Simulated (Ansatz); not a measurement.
# SnS2 in the CdI2 type structure (space group P-3m1, No. 164; layered, stacked along the Cartesian z axis)

```cif
data_S2Sn
_chemical_formula_sum 'Sn1 S2'
_space_group_name_H-M_alt 'P-3m1'
_space_group_IT_number 164
_space_group_name_Hall '-P 3 2"'
_cell_length_a 3.66939
_cell_length_b 3.66939
_cell_length_c 5.80621
_cell_angle_alpha 90.000
_cell_angle_beta 90.000
_cell_angle_gamma 120.000
loop_
_atom_site_label
_atom_site_type_symbol
_atom_site_symmetry_multiplicity
_atom_site_Wyckoff_symbol
_atom_site_fract_x
_atom_site_fract_y
_atom_site_fract_z
_atom_site_occupancy
Sn1 Sn 1 a 0.00000 0.00000 0.00000 1
S1 S 2 d 0.33333 0.66667 0.25460 1
```

All numbers come from plane-wave PAW DFT at the PBE-D3(BJ) level (Ansatz, an electronic-structure program, 420 eV), without spin-orbit coupling. Settings: 10×10×6 k-points, 0.05 eV Fermi–Dirac smearing.

| Property | Result |
|---|---|
| Volume per atom | 22.57 Å³ |
| Density | 4.48 g/cm³ |
| Band gap | 1.27 eV, indirect, K–Γ (87 % along) → k = (0, 0.400, 1/3) in the run's primitive reciprocal basis |
| Total energy | -2610.133 eV/atom (σ→0; compares only within this code and set-up) |

Stability against distortions was not tested.
